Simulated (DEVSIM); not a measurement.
System: Au/SiON/p-Ge capacitor, at 300 K.

```csv
layer (left to right),material,thickness (nm),Na (cm⁻³)
1,SiON,12.0,-
2,Ge,6400,8.7e15
```

Metal gate on the left, work function 5.1 eV. Fixed charge at the semiconductor interface -1.1e11 cm⁻² (in units of +e); no interface traps.

The device is made up for the run: typed textbook-type constants, with dimensions and the other settings drawn at random. Values at 300 K.

| parameter | SiON | Ge |
|---|---|---|
| gap (eV) | 7 | 0.664 |
| affinity (eV) | 1.4 | 4 |
| permittivity | 5.5 | 16 |
| Nc (cm⁻³) | - | 1.04e19 |
| Nv (cm⁻³) | - | 6e18 |

Simulated with DEVSIM: 1D Poisson equation in equilibrium, Boltzmann statistics, complete ionisation; no quantum confinement or tunnelling. Metal contacts follow the ideal Schottky-Mott rule: no Fermi-level pinning, no interface dipoles.

Base results: minimum of the low-frequency capacitance (μF/cm²) 0.0613; threshold voltage (band bending 2φF) (V) 1.05; capacitance of the dielectric stack (μF/cm²) 0.406; flat-band voltage (V) 0.65.

Task: What follows from this one change: SiON thickness 0.012 → 0.0084 μm?

Result: minimum of the low-frequency capacitance 0.0613 → 0.0652 μF/cm²; threshold voltage (band bending 2φF) 1.05 → 1.01 V; capacitance of the dielectric stack 0.406 → 0.580 μF/cm²; flat-band voltage 0.65 → 0.64 V.

Task: What follows from this one change: fixed charge -1.1e+11 → 4.9e+11 cm^-2?

Result: minimum of the low-frequency capacitance little changed (0.0619 μF/cm²); threshold voltage (band bending 2φF) 1.05 → 0.81 V; capacitance of the dielectric stack little changed (0.406 μF/cm²); flat-band voltage 0.65 → 0.41 V.

Task: What follows from this one change: gate work function 5.1 → 5.25 eV?

Result: minimum of the low-frequency capacitance little changed (0.0613 μF/cm²); threshold voltage (band bending 2φF) 1.05 → 1.20 V; capacitance of the dielectric stack little changed (0.406 μF/cm²); flat-band voltage 0.65 → 0.80 V.
